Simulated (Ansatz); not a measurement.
We consider TaAl3 (model structure, started from the A15 type, Pm-3n, No. 223, 8 atoms in the cell), described by LDA (Ansatz, a first-principles code, PAW).

Settings: plane-wave cutoff 520 eV, 12×12×12 k mesh, Fermi–Dirac smearing 0.05 eV, scalar-relativistic PAW data made under PBE.

Cell (relaxed at this level):

```cif
data_Al6Ta2
_chemical_formula_sum 'Al6 Ta2'
_space_group_name_H-M_alt 'Pm-3n'
_space_group_IT_number 223
_space_group_name_Hall '-P 4n 2 3'
_cell_length_a 5.04693
_cell_length_b 5.04693
_cell_length_c 5.04693
_cell_angle_alpha 90.000
_cell_angle_beta 90.000
_cell_angle_gamma 90.000
loop_
_atom_site_label
_atom_site_type_symbol
_atom_site_symmetry_multiplicity
_atom_site_Wyckoff_symbol
_atom_site_fract_x
_atom_site_fract_y
_atom_site_fract_z
_atom_site_occupancy
Al1 Al 6 c 0.00000 0.50000 0.25000 1
Ta1 Ta 2 a 0.00000 0.00000 0.00000 1
```

Estimate the bulk modulus B0 that the calculation returns.


bulk modulus B0: 129 GPa

The run finds no gap.

Note: the bulk modulus is −V dP/dV from two relaxed cells at ±2 % in volume; the relaxation could raise the start's symmetry but not lower it, so the cell can be a saddle point.

Spin–orbit coupling is not included.

The computed numbers hold no vibrational or temperature effects.

The result took roughly 2.4 core-minutes.

A model structure was made by putting elements into a prototype or built by hand; it is no filed structure, need not be a known phase, and can be a saddle point held by its symmetry.
